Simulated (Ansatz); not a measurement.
System: Cu-vacancy pair (Cu on one host Ru site, one Ru site vacant) in hcp Ru (neutral cell). Method: PBE, PAW (plane waves to 420 eV; Ansatz, an electronic-structure program).

Cell of 36 host sites held at the relaxed PBE lattice; a 3×3×3 k-point mesh shifted by half a step along c; Fermi-Dirac width 0.10 eV, spin-restricted; finite-size errors left in. Energies are static. Forms of the defect that were not tried may lie lower.

Barriers: single points on a 4×4×4 k-point mesh shifted by half a step along c at the bands' geometries (they differ from the bands' own by up to 0.10 eV, and are uncertain by about as much).

The step: the Cu atom itself jumps into the vacancy (Cu-vacancy distance between ideal sites 2.66 Å throughout); the atom moves 2.59 Å along (-0.66, -0.33, 0.48) of the unit cell; the moving atom starts with neighbours 2 Ru at 2.65, Ru at 2.68, 4 Ru at 2.71, 2 Ru at 2.73, 2 Ru at 2.76 Å and ends with 2 Ru at 2.65, Ru at 2.68, 4 Ru at 2.71, 2 Ru at 2.73, 2 Ru at 2.76 Å.

What migration barrier of this step does PBE, PAW give?

1.19 eV, the same both ways. At the saddle the moving atom has neighbours 4 Ru at 2.46, 4 Ru at 3.02 Å. The saddle point's order was not checked, and it lies on a symmetry element of the cell, where a band can be held.
